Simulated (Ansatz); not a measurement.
Abridged Ansatz (a program for electronic structure) output:

```
Pseudopotential: Sb, paw, valence charge 15
Crystal: 1 atoms, lattice volume = 26.976 Å³
Basis set: ecut = 500 eV, 675 PW (Γ), exchange–correlation on 96×96×96 points (64 copies of the dense FFT grid, shifted against one another)
Bands: 12, of which v1, the nominal top of the filled ones, is band 8 counted from 1 (7 counted from 0)
Symmetry: 48 space group operations
k-points: 165 of 4913
Functional: x = r2scan, c = r2scan; τ floored in thin density (d = 2e-4 eV/Å³)
SCF iter   1: F=—  HF=-6498.819198 eV  |F-HF|=—  |Δ(HF+E_count)|=         —  Δρ=1.03e-2  dr2=2.77e-2  dr2_τ=1.98e-4  ethr=1.78e-4  ⟨swp⟩=1.1  Hψ=17167  notcnv=0
SCF iter   2: F=—  HF=-6498.832920 eV  |F-HF|=—  |Δ(HF+E_count)|=   1.37e-2  Δρ=7.27e-3  dr2=1.31e-2  dr2_τ=1.26e-4  ethr=1.78e-4  ⟨swp⟩=2.1  Hψ=2952  notcnv=0
SCF 1 converged in 9 iterations: F = -6498.837591 eV  dr2 = 5.46e-12
SCF converged after 9 iterations
Free energy (F): -6498.837591 eV
Internal energy: -6498.830529 eV  (E = F + TS)
E sigma→0 (E₀):  -6498.834060 eV
Entropy (-TS):   -0.007062 eV (-7.062 meV/atom)
Fermi energy:    11.782763 eV
--- Forces (eV/Å), atoms counted from 1 ---
  atom   1  Sb    -0.00000000     0.00000000     0.00000000
--- Stress (GPa, compression-positive) ---
       -0.003335       0.000000       0.000000
       -0.000000      -0.003335      -0.000000
       -0.000000       0.000000      -0.003335
  P = ⅓ Tr σ = -0.0033 GPa (-0.033 kbar)
```

Question: What was computed, and what are the main results?

Answer: Sb, 1 atom in the cell, with r2SCAN (Ansatz; PAW; 500 eV plane waves; no spin-orbit coupling), earlier PAW set. The last SCF converged to F = -6498.837591 eV, or -6498.8376 eV per atom, at a pressure of 0.00 GPa. The total energy compares only with runs of the same code, potentials and settings.

No phonon test of stability was made. The cell was made from V by this change: V → Sb; the result is a model cell, its experimental status unchecked. This is not the structure that Sb has at room temperature and ambient pressure.
